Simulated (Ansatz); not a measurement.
**Effective masses and thermopower of MgO (I4/mmm)**

Here is the system:

```xyz
2
Lattice="0.0000 2.0947 2.1148 2.0947 0.0000 2.1148 2.0947 2.0947 0.0000" Properties=species:S:1:pos:R:3 pbc="T T T"
Mg     0.0000     0.0000     0.0000
O      2.0947     2.0947     2.1148
```

Computed with PBEsol, rigid bands (plane waves, PAW, scalar-relativistic; Ansatz, a first-principles code). Condition of this run: biaxial stress xx = yy = 2 GPa (compression positive) (the target of the relaxation). How the cell was made: cell and atoms relaxed with PBEsol, then loaded as said.

- band gap = 4.69 eV
- electron conductivity mass (300 K, dilute) = 0.36 (x), 0.36 (y), 0.35 (z) mₑ
- hole conductivity mass (300 K, dilute) = 2.2 (x), 2.2 (y), 2.3 (z) mₑ
- effective density of states N_c (300 K) = 5.4e18 cm⁻³
- effective density of states N_v (300 K) = 1.9e20 cm⁻³
- density-of-states mass, electrons = 0.36 mₑ
- density-of-states mass, holes = 3.8 mₑ
- Seebeck coefficient, n-type 1e19 cm⁻³, 300 K = -172 μV/K
- best n-type power factor at 300 K for τ = 10 fs (best axis; densities from 1e16 to 1e21 cm⁻³ tried, whether or not they can be reached) = 2.4 μW/(cm·K²) at 3e19 cm⁻³
- Seebeck coefficient, p-type 1e19 cm⁻³, 300 K = 501 μV/K

Rigid bands; masses and Seebeck coefficients take one relaxation time τ for all states and one kind of carrier; polarons and phonon drag are left out. Spin-orbit coupling is left out.
